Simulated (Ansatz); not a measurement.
## WS2 under a change: pressure 10 GPa

The reference is WS2 in the 2H-MoS2 type structure (space group P6_3/mmc, No. 194; a = 3.115 Å, c = 11.773 Å; layered, stacked along the Cartesian z axis).

The change: a hydrostatic pressure of 10 GPa.

Method: PBEsol-D3(BJ) in Ansatz (plane waves to 420 eV, PAW, no spin-orbit coupling). k-mesh 12×12×3 (Γ-centred); smearing 0.05 eV (Fermi–Dirac).

* **Volume per atom**: 14.99 Å³ (base 16.49 Å³)
* **Lattice parameter a**: 3.047 Å (base 3.115 Å)
* **c/a ratio**: 3.670 (base 3.780)
* **Shortest interatomic distance**: 2.365 Å (base 2.389 Å)
* **Band gap**: 0.23 eV (base 0.65 eV)
* **Gap character**: indirect, Γ → K–Γ (44 % along) (base indirect, Γ → K–Γ (44 % along))
* **Smallest direct gap**: 1.54 eV (base 1.92 eV)
* **Mean gap deformation potential ΔEg/Δln V**: +4.5 eV
* **Width of the top valence band**: 2.33 eV (base 2.05 eV)
* **Electron mass**: 0.31 mₑ along c, 0.40 mₑ across (off the special points) (base 0.39 mₑ along c, 0.46 mₑ across (off the special points))
* **Valence-band top at Γ (three highest levels, from the VBM)**: 0.00, -0.92, -2.13 eV (base 0.00, -1.26, -1.60 eV)

Final structure:

```
WS2
1.0
    3.04726     0.00000     0.00000
   -1.52363     2.63900     0.00000
    0.00000     0.00000    11.18234
W S
2 4
Cartesian
  0.00000   1.75933   2.79559
  1.52363   0.87967   8.38676
  0.00000   1.75933   6.80652
  1.52363   0.87967   1.21535
  1.52363   0.87967   4.37582
  0.00000   1.75933   9.96699
```

With W present, leaving out spin-orbit coupling can change the band edges. Load acts through the strain it causes; cell and atoms are relaxed under it. Effective masses come from finite differences of ±0.01 Å⁻¹. No phonon test of stability was made. No other phases were tried under pressure. A zero or small gap of WS2 under pressure 10 GPa can be the functional's error rather than a property of the material.

Ansatz is a first-principles code.
